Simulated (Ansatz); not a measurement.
# Cu: pressure series

The reference is Cu in the fcc (Cu type) structure (space group Fm-3m, No. 225; a = 3.564 Å).

Cell and atoms are relaxed at each pressure.

All numbers come from PBEsol, PAW, 420 eV (Ansatz, a first-principles code; without spin-orbit coupling).

Two rows of this table had their results exchanged by mistake.

| pressure | volume per atom (Å³) | shortest distance (Å) | band gap |
|---|---|---|---|
| pressure −2 GPa | 11.45 | 2.530 | zero |
| pressure −1 GPa | 11.38 | 2.525 | zero |
| pressure 0.9 GPa | 11.03 | 2.499 | zero |
| pressure 2.1 GPa | 11.18 | 2.510 | zero |
| pressure 4.5 GPa | 11.26 | 2.516 | zero |
| pressure 9 GPa | 10.79 | 2.480 | zero |
| pressure 15 GPa | 10.51 | 2.459 | zero |
| pressure 22.5 GPa | 10.20 | 2.435 | zero |
| pressure 30 GPa | 9.94 | 2.414 | zero |

Problem. Which two?

Solution. The rows for pressure 0.9 GPa and pressure 4.5 GPa: the volume has to fall steadily with pressure, so 11.26 Å³ belongs to pressure 0.9 GPa and 11.03 Å³ to pressure 4.5 GPa.

Load acts through the strain it causes; cell and atoms are relaxed under it. Stability against distortions was not tested. No other phases were tried under pressure. The final runs are not spin-polarised.
